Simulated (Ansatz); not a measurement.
**What isotropic strain −1.81 % does to hypothetical I4_132 As**

Take As (space group I4_132, No. 214; a = 6.9013 Å; a hypothetical phase, not in the database extracts checked; relaxed with 0.1 eV smearing) as the base.

Perturbation: an isotropic linear strain of −1.81 %, atoms relaxed at fixed cell.

The values are results of Kohn–Sham DFT with the PBEsol functional, run in Ansatz (a program for electronic structure) with PAW and 420 eV plane waves, spin-orbit coupling left out, not measurements. Settings: 12×12×12 k-points, 0.1 eV Fermi–Dirac smearing.

- Volume per atom: 38.90 Å³ (base 41.09 Å³)
- Space group: I4_132 (No. 214) (base I4_132 (No. 214))
- Shortest interatomic distance: 239.6 pm (base 244.0 pm)
- Energy relative to the base (free energy F): +13 meV/atom
- Pressure: 2.0 GPa (base 0.0 GPa)
- Band gap: zero (base zero)

Final structure:

```yaml
crystal:
  lattice:
    - [-3.38818, 3.38818, 3.38818]
    - [3.38818, -3.38818, 3.38818]
    - [3.38818, 3.38818, -3.38818]
  atoms:
    - { symbol: As, position: [0.00000, 0.25000, 0.50000] }
    - { symbol: As, position: [0.25000, 0.50000, 0.00000] }
    - { symbol: As, position: [0.50000, 0.00000, 0.25000] }
    - { symbol: As, position: [0.25000, 0.25000, 0.25000] }
```

Whether these cells are dynamically stable was not tested.
